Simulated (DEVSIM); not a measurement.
double heterostructure, Ge between p- and n-type Si

Device: double heterostructure, Ge between p- and n-type Si, at 300 K.

| layer (left to right) | material | thickness (μm) | Nd (cm⁻³) | Na (cm⁻³) | τn (s) | τp (s) |
|---|---|---|---|---|---|---|
| 1 | Si | 0.300 | 8e17 | - | 3.7e-6 | 3.7e-6 |
| 2 | Ge | 0.270 | - | 2e14 | 3.7e-6 | 3.7e-6 |
| 3 | Si | 0.260 | - | 3.4e17 | 3.7e-6 | 3.7e-6 |

Left contact: ohmic. Right contact: ohmic. Voltage is applied to the left contact. Recombination: SRH at mid-gap, radiative, Auger. Mobility is μmin + (μ − μmin)/(1 + (N/Nref)^α).

Constants are typed, rounded textbook-type inputs, not results; the design itself was drawn at random and stands for no fabricated device. Values at 300 K.

```csv
parameter,Si,Ge
gap (eV),1.124,0.664
affinity (eV),4.05,4
permittivity,11.7,16
Nc (cm⁻³),2.86e19,1.04e19
Nv (cm⁻³),3.1e19,6e18
μn (cm²/Vs),1417,3900
μp (cm²/Vs),470,1900
"μn,min",52,150
"μp,min",45,100
"Nref,n",9.7e16,2.6e17
"Nref,p",2.2e17,4e17
αn,0.68,0.56
αp,0.72,0.6
B (cm³/s),4.7e-15,6.4e-14
Cn (cm⁶/s),2.8e-31,1e-31
Cp (cm⁶/s),9.9e-32,1e-31
```

Simulated with DEVSIM: 1D drift-diffusion, Boltzmann statistics, complete ionisation; no tunnelling, impact ionisation, image-force lowering or self-heating. Band offsets follow the typed affinities; no thermionic-emission limit at abrupt steps, no polarisation charge.

| Property | Value |
|---|---|
| Potential step across the device at zero bias | 0.915 V |
| Dark forward voltage at 1 A/cm² | 0.563 V |
| Dark forward voltage at 100 A/cm² | 0.714 V |

Dark forward current:

```json
[
 {"V (V)": "-0.05", "J (A/cm²)": "-5.2e-6"},
 {"V (V)": "-0.10", "J (A/cm²)": "-2.1e-5"},
 {"V (V)": "-0.15", "J (A/cm²)": "-7.5e-5"},
 {"V (V)": "-0.25", "J (A/cm²)": "-0.00092"},
 {"V (V)": "-0.30", "J (A/cm²)": "-0.0031"},
 {"V (V)": "-0.35", "J (A/cm²)": "-0.0094"},
 {"V (V)": "-0.40", "J (A/cm²)": "-0.026"},
 {"V (V)": "-0.50", "J (A/cm²)": "-0.20"},
 {"V (V)": "-0.55", "J (A/cm²)": "-0.69"},
 {"V (V)": "-0.60", "J (A/cm²)": "-2.8"},
 {"V (V)": "-0.65", "J (A/cm²)": "-13"},
 {"V (V)": "-0.75", "J (A/cm²)": "-320"},
 {"V (V)": "-0.80", "J (A/cm²)": "-1600"},
 {"V (V)": "-0.85", "J (A/cm²)": "-7000"}
]
```
